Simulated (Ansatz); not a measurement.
Adsorption energy and surface dipole of Cl on the 1x1 (0001) surface of hcp Ti, one in a 1x1 cell, started at the site 'hollow Ti-Ti-Ti over Ti at depth 2.2 Å', worked from the runs' numbers; total energies count from the potentials' own zero.

Method: PBE (plane waves to 420 eV, PAW; Ansatz, a quantum-chemistry and plane-wave program).

Model: 5-atom slab, 6.8 Å thick at the start under the adsorbate (thin: gaps and levels are the slab's own), 12x12x1 mesh, Fermi-Dirac 0.1 eV, dipole correction, 2 atoms held, the rest relaxed; symmetry of the start imposed; no spin, no spin-orbit, no U, no dispersion correction. At the end it is bonded to 3 Ti. In PBE this state lies 0.08 eV over the lowest of the starts that converged ('hollow Ti-Ti-Ti').

| quantity | value |
|---|---|
| slab with the adsorbate | -11079.091 eV |
| clean slab, same cell and mesh | -9996.832 eV |
| reference, ½ Cl2(g) | -1079.444 eV |
| area of the cell | 7.48 Å² |
| change of the step from the bottom to the top vacuum level | -0.072 eV |

Problem. What is the adsorption energy against this reference?

Solution. E(slab + adsorbate) − E(slab) − E(reference) = -2.82 eV, so in this state the adsorbate is more stable than in the reference, at a coverage of 13.37 a nm².
